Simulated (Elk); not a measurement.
Elk is run on NbN (P6_3/mmc, 4 atoms in the cell), and the run fails. The aim is a self-consistent single point with DFT, PBEsol, all-electron FP-LAPW, Elk's shipped species files, LAPW+lo basis.

This input was run:

```
tasks
  0

xctype
  22

rgkmax
  7.5

gmaxvr
  14.0

nxoapwlo
  1

rmtscf
  0.9

stype
  1

swidth
  0.00999582

avec
    5.6690525024    0.0000002668    0.0000000000
   -2.8345264822    4.9095433490    0.0000000000
    0.0000000000    0.0000000000   10.5814685225

atoms
  2   : nspecies
  'N.in'   : spfname
  2   : natoms; atposl, bfcmt below
  0.0000000000  0.0000000000  0.0000000000    0.0 0.0 0.0
  0.0000000000  0.0000000000  0.5000000000    0.0 0.0 0.0
  'Nb.in'   : spfname
  2   : natoms; atposl, bfcmt below
  0.3333333333  0.6666666667  0.2500000000    0.0 0.0 0.0
  0.6666666667  0.3333333333  0.7500000000    0.0 0.0 0.0

ngridk 7 7 3

vkloff
  0.5 0.5 0.5
```

Output (repeated stretches shortened):

```
At line 515 of file readinput.f90
Fortran runtime error: End of file

Error termination. Backtrace:
	at ../../../libgfortran/io/list_read.c:2554

│ Elk code version 10.2.4 started │
```

Task: From the messages shown, name the fault and mend the input.

Result: The fault is a value typed on the line of its block name. Here the value belongs on the line under the name. To fix it, move the value down a line. The program stopped with an error.

The sound input it was made from differs as follows (other fixes are possible):
```diff
-ngridk 7 7 3
+ngridk
+  7 7 3
```

With that input, the run converged in 17 iterations: total energy -210783.9518 eV; Fermi level (on the code's own zero) 14.83 eV (DFT, PBEsol, all-electron FP-LAPW, Elk's shipped species files, LAPW+lo basis).

On the sound input: the starting cell comes from a database of published, mostly measured structures (it also holds non-ambient and calculated ones), without a prior relaxation at this level. Its lattice was rescaled by a random factor within 2.5 % of one. Spin polarisation is off. Values depend on the basis (sphere radii, cutoffs, local orbitals), which need not be converged. Without a gap this mesh is coarse (it stands for a supercell whose shortest vector is 17 Å).
